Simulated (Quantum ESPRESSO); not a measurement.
# Pressure against volume in rock-salt CaS (space group 225) (Quantum ESPRESSO, PBE)

```
CELL_PARAMETERS angstrom
      0.00000     2.79441     2.79441
      2.79441     0.00000     2.79441
      2.79441     2.79441     0.00000
ATOMIC_POSITIONS crystal
  Ca 0.00000 0.00000 0.00000
  S  0.50000 0.50000 0.50000
```

Method: PBE, PSlibrary PAW (PBE) pseudopotentials (plane waves; Quantum ESPRESSO). Settings: ecutwfc = 65 Ry; ecutrho = 390 Ry; occupations = smearing; smearing = fd; degauss = 0.000734986 Ry; potentials = {Ca: Ca.pbe-spn-kjpaw_psl.1.0.0.UPF, S: S.pbe-n-kjpaw_psl.1.0.0.UPF}; K_POINTS = automatic 10 10 10 0 0 0; conv_thr = 1e-10 Ry; mixing_beta = 0.4. The cell above is the first row's. The rows scale it uniformly. In all rows fractional positions and the k mesh are held.

```csv
V (Å^3/atom),P (GPa)
21.821,4.24
22.295,2.72
22.770,1.34
23.244,0.11
23.718,-1.01
24.193,-2.01
24.667,-2.91
25.141,-3.73
25.616,?
```

Fit P of the 8 rows that show it with a cubic. With u = V - 23.5, the rows have u = -1.6790, -1.2050, -0.7300, -0.2560, 0.2180, 0.6930, 1.1670, 1.6410. Least squares gives P = -0.509 - 2.3361·u + 0.2604·u² - 0.01976·u³. Residuals (row less fit): -0.001, 0.001, -0.003, 0.004, -0.004, -0.001, 0.002, -0.001; standard error 0.003 (degrees of freedom: 4). The fitted pressure is zero at V0 = 23.29, where dP/dV = -2.450, so B0 = -V0·dP/dV = 57.0 GPa.

Predict the withheld P at V = 25.616 from the fit, and compare with the calculation.

u = 2.1160, so P = -0.509 - 2.3361 × 2.1160 + 0.2604 × 2.1160² - 0.01976 × 2.1160³ = -4.473 GPa. The calculation gives -4.46 GPa, 0.013 GPa above the prediction (0.1 % of the range of P in the table). The row lies outside the fitted rows, so this is an extrapolation. From the scatter of the fitted rows alone, a prediction at this place has a standard error of 0.009 GPa, so the miss is 1.5 times that.

Carrying the step between the two nearest rows on in a straight line would have given -4.55, off by 0.09; series whose last step already gives the withheld value aren't shown. The scan was laid around a cell of about the measured size, scaled by a guess for this functional. The runs keep the symmetry of the cell, so they don't test it for distortions. Cutoffs and mesh are single choices, not tested for convergence of this quantity. Series with a scatter that would blur these digits, or in which a gap closes, are not shown.
